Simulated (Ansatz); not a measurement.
The reference is SnS2 in the CdI2 type structure (space group P-3m1, No. 164; a = 3.6695 Å, c = 5.8076 Å; layered, stacked along the Cartesian z axis).

(Cell as relaxed with PBE-D3(BJ).)

Levels (all Ansatz, a quantum-chemistry and plane-wave program, PAW, earlier PAW set): PBE-D3(BJ) (420 eV, scalar-relativistic without spin-orbit coupling); PBEsol-D3(BJ) (420 eV, spin-orbit coupling left out).

Each level relaxes its own structure.

| base | PBE-D3(BJ) | PBEsol-D3(BJ) |
|---|---|---|
| volume per atom | 22.57 Å³ | 21.15 Å³ |
| lattice parameter a | 3.669 Å | 3.626 Å |
| band gap | 1.27 eV | 0.96 eV |

Now apply this change: the cell is scaled by 0.9933 in all directions; the atoms relax in the strained cell.

```tsv
quantity	PBE-D3(BJ)	PBEsol-D3(BJ)
band gap	1.26 eV	[?]
pressure (mean of the normal stresses, compression positive)	0.95 GPa	[?]
shift of the gap caused by the change	-0.01 eV	[?]
energy relative to the base (free energy F)	+1.3 meV/atom	[?]
```

Q: What does PBEsol-D3(BJ) give?

A: 
- band gap, PBEsol-D3(BJ): 0.94 eV
- pressure (mean of the normal stresses, compression positive), PBEsol-D3(BJ): 1.15 GPa
- shift of the gap caused by the change, PBEsol-D3(BJ): -0.02 eV
- energy relative to the base (free energy F), PBEsol-D3(BJ): +1.5 meV/atom

PBE-D3(BJ)'s band gap lies 0.32 eV above PBEsol-D3(BJ)'s; PBE-D3(BJ)'s pressure lies 0.193 GPa below PBEsol-D3(BJ)'s. Neither level is exact; PBEsol-D3(BJ) is the comparison here, not a measurement.

Stability against distortions was not tested.
